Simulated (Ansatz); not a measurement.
AlN with two functionals, pressure −2 GPa

Take AlN in the wurtzite structure (space group P6_3mc, No. 186; a = 3.130 Å, c = 5.017 Å) as the base.

(Cell as relaxed with PBE.)

Levels (all Ansatz, an electronic-structure program, PAW, earlier PAW set): PBE (420 eV, no SOC); r2SCAN (500 eV, no SOC).

Each level relaxes its own structure.

```
base                      PBE    r2SCAN
-------------------  --------  --------
volume per atom      10.64 Å³  10.40 Å³
lattice parameter a   3.130 Å   3.107 Å
band gap              4.04 eV   4.87 eV
```

It is then changed as follows: hydrostatic tension (pressure −2 GPa).

```csv
quantity,PBE,r2SCAN
band gap,3.95 eV,[?]
volume per atom,10.75 Å³,[?]
"valence-band top at Γ (three highest levels, from the VBM)","0.00, -0.19, -0.19 eV",[?]
shift of the gap caused by the change,-0.09 eV,[?]
```

Predict the r2SCAN column.


- band gap, r2SCAN: 4.79 eV
- volume per atom, r2SCAN: 10.50 Å³
- valence-band top at Γ (three highest levels, from the VBM), r2SCAN: 0.00, -0.22, -0.22 eV
- shift of the gap caused by the change, r2SCAN: -0.09 eV

PBE's band gap lies 0.84 eV below r2SCAN's; PBE's volume per atom lies 0.25 Å³ above r2SCAN's (2.4 %); the two agree on the shift of the gap caused by the change. Neither level is exact; r2SCAN is the comparison here, not a measurement.

Load acts through the strain it causes; cell and atoms are relaxed under it. Whether these cells are dynamically stable was not tested.
